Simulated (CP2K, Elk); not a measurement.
A CP2K input for a self-consistent single point of HfTeS (P3m1, 3 atoms in the cell) (DFT PBEsol, GPW, DZVP-MOLOPT-SR-GTH basis, GTH-PBE potentials (GTH_POTENTIALS)):

```
&GLOBAL
  PROJECT hftes
  RUN_TYPE ENERGY_FORCE
  PRINT_LEVEL LOW
&END GLOBAL
&FORCE_EVAL
  METHOD Quickstep
  STRESS_TENSOR ANALYTICAL
  &DFT
    BASIS_SET_FILE_NAME BASIS_MOLOPT
    POTENTIAL_FILE_NAME GTH_POTENTIALS
    &QS
      METHOD GPW
      EPS_DEFAULT 1E-11
    &END QS
    &MGRID
      CUTOFF 500
      REL_CUTOFF 50
      NGRIDS 5
    &END MGRID
    &SCF
      SCF_GUESS ATOMIC
      EPS_SCF 1E-6
      MAX_SCF 100
      ADDED_MOS 5
      &DIAGONALIZATION
        ALGORITHM STANDARD
      &END DIAGONALIZATION
      &MIXING
        METHOD BROYDEN_MIXING
        ALPHA 0.2
        NBUFFER 8
      &END MIXING
      &SMEAR ON
        METHOD GAUSSIAN
        SIGMA [eV] 0.136
      &END SMEAR
    &END SCF
    &KPOINTS
      SCHEME MACDONALD 8 8 4 0.0625 0.0625 0.125
    &END KPOINTS
    &XC
      &XC_FUNCTIONAL
        &PBE
          PARAMETRIZATION PBESOL
        &END PBE
      &END XC_FUNCTIONAL
    &END XC
    &PRINT
      &MO
        EIGENVALUES T
        OCCUPATION_NUMBERS T
        NDIGITS 8
        FILENAME mo
        &EACH
          QS_SCF 0
        &END EACH
        ADD_LAST NUMERIC
      &END MO
      &MULLIKEN OFF
      &END MULLIKEN
    &END PRINT
  &END DFT
  &SUBSYS
    &CELL
      A 3.73907200 0.00000000 0.00000000
      B -1.86953600 3.23813200 0.00000000
      C 0.00000000 0.00000000 6.47399800
      PERIODIC XYZ
    &END CELL
    &COORD
      SCALED
      Hf       0.33333300     0.66666700     0.02986000
      Te       0.00000000     0.00000000     0.74743000
      S        0.66666700     0.33333300     0.22271000
    &END COORD
    &KIND Hf
      BASIS_SET DZVP-MOLOPT-SR-GTH-q12
      POTENTIAL GTH-PBE-q12
    &END KIND
    &KIND Te
      BASIS_SET DZVP-MOLOPT-SR-GTH-q6
      POTENTIAL GTH-PBE-q6
    &END KIND
    &KIND S
      BASIS_SET DZVP-MOLOPT-SR-GTH-q6
      POTENTIAL GTH-PBE-q6
    &END KIND
  &END SUBSYS
  &PRINT
    &FORCES ON
    &END FORCES
    &STRESS_TENSOR ON
    &END STRESS_TENSOR
  &END PRINT
&END FORCE_EVAL
```

Give the Elk input for the same structure, mesh, smearing and functional.

One input that does it (others would too):

```
tasks
  0

xctype
  22

tforce
  .true.

rgkmax
  7.5

gmaxvr
  18.0

lmaxapw
  10

lmaxo
  8

nxlo
  2

lorbcnd
  .true.

lradstp
  2

nrmtscf
  2.0

rmtscf
  0.9

lmaxi
  4

stype
  0

swidth
  0.00499791

maxscl
  100

avec
    7.0658227619   -0.0000001675    0.0000000000
   -3.5329112359    6.1191820942    0.0000000000
    0.0000000000    0.0000000000   12.2340831514

atoms
  3
  'Hf.in'
  1
  0.3333333333  0.6666666667  0.0298600000    0.0 0.0 0.0
  'Te.in'
  1
  0.0000000000  0.0000000000  0.7474300000    0.0 0.0 0.0
  'S.in'
  1
  0.6666666667  0.3333333333  0.2227100000    0.0 0.0 0.0

ngridk
  8 8 4
```

Basis settings and potentials, where a program has them, do not carry over. This input uses DFT, PBEsol, all-electron FP-LAPW, Elk's shipped species files, APW+lo basis with extra local orbitals.

The starting cell comes from a database of computed structures (which also holds hypothetical and non-ambient phases and stackings), without a prior relaxation at this level. For this run, on top of that: lattice scaled by 0.98.
